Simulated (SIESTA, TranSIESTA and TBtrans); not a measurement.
Ir chain with one O atom inserted

Device: Ir chain with one O atom inserted. Leads: straight Ir chain, spacing 2.3 Å. Geometry: 3 atoms about the centre moved by SIESTA (PBE, DZP) to a largest force of 0.02 eV/Å, all others as built, motion along the axis alone.

TranSIESTA and TBtrans, PBE, DZP numerical orbitals (energy shift 0.15 eV), PseudoDojo norm-conserving scalar-relativistic potentials, mesh cutoff 200 Ry, 300 K, spin-polarised (collinear), no spin-orbit coupling; self-consistent non-equilibrium Green functions.

* **Conductance at 300 K (G0 = 2e²/h)**: 2.19
* **Mean T from −0.5 to 0.5 eV**: 2.19
* **Spin polarisation of the conductance, (up − down)/(up + down)**: 0.06

Energies count from the leads' Fermi level. Transmissions are for each spin. The energy step is 0.01 eV; narrower resonances are cut or missed.

```csv
E (eV),T up,T down,lead channels up,down
-1.95,1.81,1.74,4,4
-1.80,1.83,1.70,4,4
-1.65,1.86,1.69,band edge,4
-1.50,1.89,1.69,6,4
-1.35,1.92,1.70,6,4
-1.20,1.96,1.71,6,4
-1.05,2.00,1.73,6,band edge
-0.90,2.04,1.74,6,6
-0.75,2.09,1.76,6,6
-0.60,2.14,1.79,6,6
-0.45,2.18,1.83,6,6
-0.30,2.22,1.89,4,6
-0.15,2.28,1.96,4,6
0.00,2.33,2.06,4,6
0.15,2.38,2.13,4,6
0.30,2.41,2.22,4,4
0.45,2.44,2.29,4,4
0.60,2.50,2.33,4,4
0.75,2.26,2.34,3,4
0.90,2.20,2.33,3,4
1.05,2.20,2.32,3,4
1.20,2.22,2.16,3,3
1.35,2.27,2.09,3,3
1.50,2.31,2.09,3,3
1.65,1.39,2.12,3,3
1.80,0.30,2.19,1,3
1.95,0.29,2.28,1,3
```

The magnetic order of the leads was set by the start, and no other order was tried; the separate lead runs end at 0.77 (left) and 0.77 (right) μB an atom. The straight chain is held at its spacing; free chains may zigzag or dimerise. Spin-orbit coupling, left out here, matters for the heavy atoms.
